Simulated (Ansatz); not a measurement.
Base system: ZnSe in the zinc blende structure (space group F-43m, No. 216; a = 5.7330 Å).

Computed with PBE/PAW in Ansatz (a program for electronic structure), no spin-orbit coupling, earlier PAW set.

One change was made to it. Results:

The lattice parameter a decreases by 0.289 Å, from 5.733 Å to 5.444 Å; the band gap grows by 0.86 eV to 2.01 eV.

Task: What was done to the base?
A) Se → S
B) Zn → Al
C) Zn → Cd

Result: A, Se → S. For comparison, the band gap in the other runs: Zn → Cd gives 0.49 eV; Zn → Al gives zero.

Whether these cells are dynamically stable was not tested. As relaxed here, AlSe is a hypothetical phase, not in the database extracts checked. The final runs are not spin-polarised. An odd electron count without spin: AlSe.
